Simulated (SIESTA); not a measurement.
# A self-consistent single point of HfPd₂ (I4/mmm, 3 atoms in the cell) with SIESTA

Level of theory: LDA PW92, numerical atomic orbitals DZP, PseudoDojo LDA standard norm-conserving potentials (rewritten from UPF to PSML) run with SIESTA.

This input was run:

```
# files in the folder: Hf.psml Pd.psml (PseudoDojo LDA standard)
SystemName  HfPd2
SystemLabel HfPd2

NumberOfAtoms                3
NumberOfSpecies              2
%block ChemicalSpeciesLabel
  1 72 Hf
  2 46 Pd
%endblock ChemicalSpeciesLabel
LatticeConstant              4.961182 Ang
%block LatticeVectors
    -0.341557919    0.341557919    0.875600613
     0.341557919   -0.341557919    0.875600613
     0.341557919    0.341557919   -0.875600613
%endblock LatticeVectors
AtomicCoordinatesFormat      Ang
%block AtomicCoordinatesAndAtomicSpecies
     0.000000000    0.000000000    0.000000000  1
     0.000000000   -0.000000000    2.945502133  2
    -0.000000000    0.000000000    5.742525867  2
%endblock AtomicCoordinatesAndAtomicSpecies

XC.functional                LDA
XC.authors                   PW92
PAO.BasisSize                DZP
PAO.EnergyShift              0.005 Ry
MeshCutoff                   300 Ry
%block kgrid.MonkhorstPack
    6   0   0  0.0
    0   6   0  0.0
    0   0   6  0.0
%endblock kgrid.MonkhorstPack
OccupationFunction           FD
ElectronicTemperature        100.0 meV

MaxSCFIterations             150
SCF.Mixer.Method             Pulay
SCF.Mixer.Weight             0.1
SCF.Mixer.History            8
SCF.DM.Tolerance             1.0E-04
Diag.ParallelOverK           true
WriteForces                  true
```

Output (repeated stretches shortened):

```
reinit: Reading from file input.fdf

reinit: System Name: HfPd2
reinit: System Label: HfPd2

coor:   Atomic-coordinates input format  =     Cartesian coordinates
coor:                                          (in Angstroms)

siesta: Atomic coordinates (Bohr) and species
siesta:      0.00000   0.00000   0.00000  1        1
siesta:      0.00000  -0.00000   5.56619  2        2
siesta:     -0.00000   0.00000  10.85180  2        3

siesta: System type = bulk

initatomlists: Number of atoms, orbitals, and projectors:      3    57    68

siesta: ******************** Simulation parameters ****************************
redata: Spin configuration                          = none
redata: Time-Reversal Symmetry                      = T
redata: Number of Atomic Species                    =        2
redata: Mesh Cutoff                                 =   300.0000 Ry
redata: Net charge of the system                    =     0.0000 |e|
redata: Min. number of SCF Iter                     =        0
redata: Max. number of SCF Iter                     =      150
redata: SCF convergence failure will abort job
redata: SCF mix quantity                            = Hamiltonian
redata: Mix DM or H after convergence               =   F
redata: Recompute H after scf cycle                 =   F
redata: Mix DM in first SCF step                    =   T
redata: No kicks to SCF
redata: DM Mixing Weight for Kicks                  =     0.5000
redata: Require Harris convergence for SCF          =   F
redata: Harris energy tolerance for SCF             =     0.000100 eV
redata: Require DM convergence for SCF              =   T
redata: DM tolerance for SCF                        =     0.000100
redata: Require EDM convergence for SCF             =   F
redata: EDM tolerance for SCF                       =     0.001000 eV
redata: Require H convergence for SCF               =   T
redata: Hamiltonian tolerance for SCF               =     0.001000 eV
redata: Require (free) Energy convergence for SCF   =   F
redata: (free) Energy tolerance for SCF             =     0.000100 eV
redata: Using DFT-D3 dispersion                     =   F
redata: Using Saved Data (generic)                  =   F
redata: Method of Calculation                       = Diagonalization
redata: Electronic Temperature                      =  1160.4518 K
redata: Number of TDED substeps                     =        3
redata: Dynamics option                             = Single-point calculation
redata: Save all siesta data in one NC              =   F
redata: ***********************************************************************

%block SCF.Mixers
  Pulay
%endblock SCF.Mixers

%block SCF.Mixer.Pulay
  # Mixing method
  method pulay
  variant stable

  # Mixing options
  weight 0.1000
  weight.linear 0.1000
  history 8
%endblock SCF.Mixer.Pulay

DM_history_depth set to one: no extrapolation allowed by default for geometry relaxation
Size of DM history Fstack: 1
Total number of electrons:    48.000000
Total ionic charge:    48.000000

* ProcessorY, Blocksize:    1  58

* Orbital distribution balance (max,min):    57    57

k-point displ. along   1 input, could be:     0.00    0.50
k-point displ. along   2 input, could be:     0.00    0.50
k-point displ. along   3 input, could be:     0.00    0.50
 Kpoints in:          144 . Kpoints trimmed:          132

siesta: k-grid: Number of k-points = 132
siesta: k-points from Monkhorst-Pack grid
siesta: k-cutoff (effective) =    10.167 Ang
siesta: k-point supercell and displacements
siesta: k-grid:     6     0     0      0.000
siesta: k-grid:     0     6     0      0.000
siesta: k-grid:     0     0     6      0.000

diag: Algorithm                                     = D&C
diag: Parallel over k                               =   F
diag: Use parallel 2D distribution                  =   F
diag: Parallel block-size                           = 58
diag: Parallel distribution                         =     1 x     1
diag: Used triangular part                          = Lower
diag: Absolute tolerance                            =  0.100E-15
diag: Orthogonalization factor                      =  0.100E-05
diag: Memory factor                                 =  1.0000

superc: Internal auxiliary supercell:     7 x     7 x     9  =     441
superc: Number of atoms, orbitals, and projectors:   1323  25137  29988

                        Single-point calculation

superc: Internal auxiliary supercell:     7 x     7 x     9  =     441
superc: Number of atoms, orbitals, and projectors:   1323  25137  29988

outcell: Unit cell vectors (Ang):
       -1.694531    1.694531    4.344014
        1.694531   -1.694531    4.344014
        1.694531    1.694531   -4.344014

outcell: Cell vector modules (Ang)   :    4.961182    4.961182    4.961182
outcell: Cell angles (23,13,12) (deg):    140.0564    140.0564     57.7677
outcell: Cell volume (Ang**3)        :     49.8942
new_DM -- step:     1
Initializing Density Matrix...

Attempting to read DM from file... Failed...
DM filled with atomic data:

InitMesh: MESH = 48 x 48 x 36 = 82944
InitMesh: Mesh cutoff (required, used) =   300.000   406.745 Ry

stepf: Fermi-Dirac step function

        iscf     Eharris(eV)        E_KS(eV)     FreeEng(eV)     dDmax    Ef(eV) dHmax(eV)
   scf:    1    -8850.465787    -8877.975472    -8878.010608  1.434607 -5.330234  9.610681
   scf:    2    -8881.981714    -8880.174818    -8880.211951  0.062253 -5.375946  6.826563
   scf:    3    -8881.564987    -8881.603444    -8881.649086  0.117866 -5.465198  1.412924
   scf:    4    -8877.690201    -8880.404767    -8880.443849  0.181895 -5.563798  4.468802
   scf:    5    -8881.870355    -8881.758874    -8881.804561  0.095717 -5.649560  0.334967
   scf:    6    -8881.768393    -8881.765934    -8881.811061  0.016399 -5.627117  0.135531
   scf:    7    -8881.765746    -8881.766295    -8881.811611  0.014322 -5.650413  0.147244
   scf:    8    -8881.767449    -8881.767303    -8881.812344  0.006825 -5.644992  0.028380
   scf:    9    -8881.767290    -8881.767296    -8881.812331  0.000152 -5.644848  0.032989
   scf:   10    -8881.767206    -8881.767288    -8881.812400  0.000744 -5.645797  0.004917
   scf:   11    -8881.767299    -8881.767294    -8881.812401  0.000043 -5.645740  0.002617
   scf:   12    -8881.767306    -8881.767300    -8881.812402  0.000063 -5.645701  0.000280

SCF Convergence by DM+H criterion
max |DM_out - DM_in|         :     0.0000630844
max |H_out - H_in|      (eV) :     0.0002796378
SCF cycle converged after 12 iterations

Using DM_out to compute the final energy and forces

siesta: E_KS(eV) =            -8881.7673

siesta: E_KS - E_eggbox =     -8881.7673

siesta: Atomic forces (eV/Ang):
     1   -0.000000   -0.000000    0.000000
     2    0.000238    0.000238   -0.097944
     3   -0.000238   -0.000238    0.097944
   Tot   -0.000000   -0.000000   -0.000000
   Max    0.097944
   Res    0.046172    sqrt( Sum f_i^2 / 3N )
   Max    0.097944    constrained

Stress tensor Voigt[x,y,z,yz,xz,xy] (kbar):       72.37       72.37       84.84       -0.03       -0.03       -0.05
(Free)E + p*V (eV/cell)    -8884.1955
Target enthalpy (eV/cell)    -8881.8124

siesta: Program's energy decomposition (eV):
siesta: Ebs     =     -1594.704838
siesta: Eions   =     11774.039367
siesta: Ena     =      1403.187926
siesta: Ekin    =      2850.725670
siesta: Enl     =       120.906411
siesta: Eso     =         0.000000
siesta: Edftu   =         0.000000
siesta: DEna    =        16.694752
siesta: DUscf   =         0.902559
siesta: DUext   =         0.000000
siesta: Ex      =     -1375.366154
siesta: Ec      =      -124.779097
siesta: Exc     =     -1500.145251
siesta: Eharris =     -8881.767306
siesta: Etot    =     -8881.767300
siesta: FreeEng =     -8881.812402

siesta: Atomic forces (eV/Ang):
siesta:      1   -0.000000   -0.000000    0.000000
siesta:      2    0.000238    0.000238   -0.097944
siesta:      3   -0.000238   -0.000238    0.097944
siesta: ----------------------------------------
siesta:    Tot   -0.000000   -0.000000   -0.000000

siesta: Stress tensor (static) (eV/Ang**3):
siesta:     0.045168   -0.000030   -0.000019
siesta:    -0.000030    0.045168   -0.000019
siesta:    -0.000019   -0.000019    0.052952

siesta: Cell volume =         49.894221 Ang**3

siesta: Pressure (static):
siesta:                Solid            Molecule  Units
siesta:          -0.00052020         -0.00054013  Ry/Bohr**3
siesta:          -0.04776258         -0.04959280  eV/Ang**3
siesta:         -76.52408859        -79.45642942  kBar
```

The run converged in 12 iterations.

The starting cell comes from a database of computed structures (which also holds hypothetical and non-ambient phases and stackings), without a prior relaxation at this level. Its lattice was rescaled by up to half a per cent. Spin polarisation is off. Values carry the incompleteness of an atom-centred basis. With a pressure of about -8 GPa the cell is away from its equilibrium volume at this level.

Cost on one core of a shared machine: roughly 30 s.
